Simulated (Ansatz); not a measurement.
This concerns the formation energy of Ga2PN (chalcopyrite, I-42d) from the elements. Reaction: P (black phosphorus) + 2 Ga (Cmce) + 1/2 N2 (gas) → Ga2PN (chalcopyrite). The sign is products less reactants. The value is per atom of the solid.

Ga2PN (chalcopyrite, I-42d), 8 atoms in the cell; this is a cell from a database of computed structures that this text hasn't matched to a measured one, k-point mesh 8×8×8 on the run's own vectors.
```
Ga2NP
1.0
    5.00221     0.00000     0.00000
    0.00000     5.00221     0.00000
   -2.50110    -2.50110     4.90505
P N Ga
2 2 4
Direct
  0.00000   0.00000   0.00000
  0.25000   0.75000   0.50000
  0.75000   0.25000   0.50000
  0.50000   0.50000   0.00000
  0.12500   0.18304   0.75000
  0.43304   0.87500   0.25000
  0.62500   0.56696   0.75000
  0.81696   0.37500   0.25000
```

P (black phosphorus, Cmce), 4 atoms in the cell, k-point mesh 10×8×10 on the run's own vectors. Conventional cell: a = 3.3227 Å, b = 10.1944 Å, c = 4.1607 Å, α = β = γ = 90.00°.

Ga (Cmce), 4 atoms in the cell, k-point mesh 16×16×14 on the run's own vectors. Conventional cell: a = 4.5119 Å, b = 7.6295 Å, c = 4.5072 Å, α = 90.00°, β = 90.00°, γ = 90.00°.

An isolated N2 molecule (singlet) in a box of 11 × 11 × 13 Å.

All numbers come from Ansatz (an electronic-structure program), plane waves with PAW, its default PAW set, cutoff 420 eV, 500 eV for r2SCAN. The structures are at rest with PBE+D3(BJ); other levels are single points on them. HSE06 runs on coarser k-point meshes, mended by the PBE difference between the two meshes. Some cells are metallic or hold partly filled levels, where a hybrid on a coarse mesh is less sure. Neutral cells; Fermi-Dirac smearing of at most 0.10 eV in the solids, energies taken to zero width. The lattices are those relaxed with PBE+D3(BJ), so at other levels the solids can be strained, which adds to the spread. A dispersion term (D3(BJ), or D4 for r2SCAN) was computed beside these levels and is taken off wherever the name lacks it. Static lattices, no vibrational contributions. No structure search was made; lower ones may exist.

Give the value at the level r2SCAN.

-0.45 eV/atom, for P (black phosphorus) + 2 Ga (Cmce) + 1/2 N2 (gas) → Ga2PN (chalcopyrite).

What do the other levels give, and how wide is the spread?


| Method | value (eV/atom) | less r2SCAN |
|---|---|---|
| PBE+D3(BJ) | -0.35 | 0.10 |
| r2SCAN+D4 | -0.48 | -0.03 |
| HSE06 | -0.39 | 0.06 |

The levels span 0.13 eV/atom, from r2SCAN+D4 (-0.48) to PBE+D3(BJ) (-0.35).
